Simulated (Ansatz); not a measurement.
1T (CdI2-type) MgI2 was calculated with LDA (Ansatz, a quantum-chemistry and plane-wave program, PAW).

**Question.** Predict the interlayer binding energy, layer repeat distance and gap between the layers.

**Answer.** 
interlayer binding energy: 7.4 meV/Å²
layer repeat distance: 6.690 Å
gap between the layers: 3.376 Å

Spin–orbit coupling is not included.

Cost on a shared machine: roughly 100 core-seconds.
